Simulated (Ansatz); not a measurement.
The reference is InAs in the zinc blende structure (space group F-43m, No. 216; a = 6.186 Å).

(Cell as relaxed with PBE.)

Levels (all Ansatz, an electronic-structure program, PAW): PBE (420 eV, no spin-orbit coupling); r2SCAN (500 eV, no SOC).

Each level relaxes its own structure.

| quantity | PBE | r2SCAN |
|---|---|---|
| volume per atom | 29.59 Å³ | … |
| lattice parameter a | 11.690 bohr | … |
| band gap | zero | … |

Q: What does r2SCAN give?

A: 
- volume per atom, r2SCAN: 28.50 Å³
- lattice parameter a, r2SCAN: 11.545 bohr
- band gap, r2SCAN: 0.08 eV

PBE's volume per atom lies 1.09 Å³ above r2SCAN's (3.8 %); PBE's lattice parameter a lies 0.1459 bohr above r2SCAN's (1.3 %); they disagree on the band gap. Neither level is exact; r2SCAN is the comparison here, not a measurement.

Whether these cells are dynamically stable was not tested. The final runs are not spin-polarised. A zero or small gap of InAs can be the functional's error rather than a property of the material.
